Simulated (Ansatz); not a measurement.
The reference is BeSe in the zinc blende structure (space group F-43m, No. 216; a = 5.178 Å).

All numbers come from PBE, PAW, 420 eV (Ansatz, a first-principles code; no spin-orbit coupling).

For the base:

The electron mass is 0.90 mₑ along k, 0.27 mₑ across (at X) and the hole mass comes out as 0.24, 0.48, 0.48 mₑ (at Γ). The width of the top valence band is 3.20 eV.

Now apply this change: every lattice vector is shortened by 1.50 %; the atoms relax in the strained cell.

**Question.** What does the calculation give for the electron mass after the change?

**Answer.** The electron mass becomes 0.87 mₑ along k, 0.26 mₑ across (at X) (base: 0.90 mₑ along k, 0.27 mₑ across (at X)).

**Question.** Predict the new hole mass.

**Answer.** The hole mass (degenerate bands, along [100]) becomes 0.24, 0.46, 0.46 mₑ (at Γ) (base: 0.24, 0.48, 0.48 mₑ (at Γ)).

**Question.** What does the calculation give for the width of the top valence band after the change?

**Answer.** The width of the top valence band grows by 0.216 eV to 3.41 eV.

The levels and masses belong to the bands next to the band gap. Masses are band curvatures over ±0.01 Å⁻¹ around the edge. Along k means along the line from Γ to the band edge. Whether these cells are dynamically stable was not tested.
